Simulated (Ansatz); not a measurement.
The starting structures come from a database of crystals and need not be the phases stable at ambient conditions.

Inside the gap of an insulator the Bloch states are evanescent, with a wavenumber k + iκ along the transport direction.

Data:

```
CELL_PARAMETERS angstrom
      4.66032     0.00000     0.00000
      0.00000    10.22366     0.00000
      0.00000     0.00000    16.04230
ATOMIC_POSITIONS crystal
  K  0.27937 0.97108 0.37698
  K  0.72063 0.02892 0.62302
  K  0.77937 0.02892 0.12302
  K  0.22063 0.97108 0.87698
  K  0.22063 0.52892 0.87698
  K  0.77937 0.47108 0.12302
  K  0.72063 0.47108 0.62302
  K  0.27937 0.52892 0.37698
  Te 0.80924 0.75000 0.48267
  Te 0.19076 0.25000 0.51733
  Te 0.30924 0.25000 0.01733
  Te 0.69076 0.75000 0.98267
  Te 0.70323 0.75000 0.26037
  Te 0.29677 0.25000 0.73963
  Te 0.20323 0.25000 0.23963
  Te 0.79677 0.75000 0.76037
  Te 0.31675 0.75000 0.12289
  Te 0.68325 0.25000 0.87711
  Te 0.81675 0.25000 0.37711
  Te 0.18325 0.75000 0.62289
```

Space group of this cell: Pnma. The cell is taken as given.

Transport runs along the normal of the first two printed cell vectors.

The gap is the functional's own. No spin-orbit coupling. Mid-gap values are interpolated on the energy grid.

State the band gap and the smallest decay constant κ at mid-gap according to r2SCAN run with Ansatz (a quantum-chemistry and plane-wave program).

Gap 0.84 eV on a 8×4×2 mesh; κ = 0.096 1/Å, at (0.250, 0.000) of the in-plane reciprocal vectors. At the zone centre, at the nearest computed energy, the slowest state has κ = 0.24 1/Å.
